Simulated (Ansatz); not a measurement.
The structure below was relaxed with Ansatz (a program for electronic structure), PBEsol, PAW, cutoff 420 eV, no spin-orbit coupling, earlier PAW set.

```xyz
2
Lattice="2.9004 0.0000 0.0000 -1.4502 2.5118 0.0000 0.0000 0.0000 4.5902" Properties=species:S:1:pos:R:3 pbc="T T T"
Ti     0.0000     1.6745     3.4426
Ti     1.4502     0.8373     1.1475
```

**Question.** Find the space group and the Wyckoff positions.

**Answer.** Space group P6₃/mmc (No. 194); a = 2.900 Å, b = 2.900 Å, c = 4.590 Å, α = 90.00°, β = 90.00°, γ = 120.00°

| atom | site | symmetry | x | y | z |
|---|---|---|---|---|---|
| Ti | 2d | -6m2 | 0.6667 | 0.3333 | 0.2500 |

**Question.** Describe the coordination.

**Answer.** The crystal has 2 atoms in its conventional cell. Lattice parameters: a = b = 2.9004 Å, c = 4.5902 Å, α = β = 90.00°, γ = 120.00°. Ti is coordinated by 12 Ti at 2.841–2.900 Å (anticuboctahedral). (Neighbours: up to the widest gap in distance over summed covalent radii, below 1.35, at either atom.)

No phonon test of stability was made. All final runs are without spin polarisation. The cell was made from Zr by this change: Zr → Ti.
